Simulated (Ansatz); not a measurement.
What C → Te does to TaC

Start from TaC in the rock salt structure (space group Fm-3m, No. 225; a = 4.440 Å).

One thing is altered: full substitution C → Te; the structure is relaxed again.

Calculations: Ansatz (an electronic-structure program) PBEsol, no SOC. k-mesh 14×14×14 (Γ-centred); smearing 0.05 eV (Fermi–Dirac), for the changed cell.

```
quantity                        base          changed        shift
-------------------  ---------------  ---------------  -----------
volume per atom             10.94 Å³         22.23 Å³    +11.29 Å³
density                  14.64 g/cm³      11.52 g/cm³  -3.12 g/cm³
lattice parameter a          4.440 Å          5.624 Å     +1.184 Å
space group          Fm-3m (No. 225)  Fm-3m (No. 225)            –
band gap                        zero             zero            –
```

Stability against distortions was not tested. As relaxed here, TaTe is a hypothetical phase, not in the database extracts checked. All final runs are without spin polarisation. An odd electron count without spin: TaTe and TaC. TaTe has a high density of states at the Fermi level and may be magnetic at this level.
